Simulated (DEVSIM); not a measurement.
Structure: W/HfO2/SiO2/p-Si capacitor, at 300 K.

```
layer (left to right)  material  thickness (nm)  Na (cm⁻³)
---------------------  --------  --------------  ---------
1                          HfO2            16.0          -
2                          SiO2           0.600          -
3                            Si           11000     2.5e15
```

Metal gate on the left, work function 4.6 eV. Fixed charge at the semiconductor interface 7.3e10 cm⁻² (in units of +e); no interface traps.

The device is made up for the run: typed textbook-type constants, with dimensions and the other settings drawn at random. Values at 300 K.

| parameter | HfO2 | SiO2 | Si |
|---|---|---|---|
| gap (eV) | 5.7 | 9 | 1.124 |
| affinity (eV) | 2.5 | 0.9 | 4.05 |
| permittivity | 22 | 3.9 | 11.7 |
| Nc (cm⁻³) | - | - | 2.86e19 |
| Nv (cm⁻³) | - | - | 3.1e19 |

Model (solved in DEVSIM): 1D Poisson equation in equilibrium, Boltzmann statistics, complete ionisation; no quantum confinement or tunnelling. Metal contacts follow the ideal Schottky-Mott rule: no Fermi-level pinning, no interface dipoles.

The HfO2 thickness was swept, all else fixed.

```json
[
 {"HfO2 thickness (μm)": "0.0064", "capacitance of the dielectric stack (μF/cm²)": "1.99"},
 {"HfO2 thickness (μm)": "0.0088", "capacitance of the dielectric stack (μF/cm²)": "1.60"},
 {"HfO2 thickness (μm)": "0.011", "capacitance of the dielectric stack (μF/cm²)": "1.35"},
 {"HfO2 thickness (μm)": "0.014", "capacitance of the dielectric stack (μF/cm²)": "1.12"},
 {"HfO2 thickness (μm)": "0.016", "capacitance of the dielectric stack (μF/cm²)": "1.00"},
 {"HfO2 thickness (μm)": "0.019", "capacitance of the dielectric stack (μF/cm²)": "0.870"}
]
```

From the first row to the last the capacitance of the dielectric stack goes from 1.99 to 0.870.
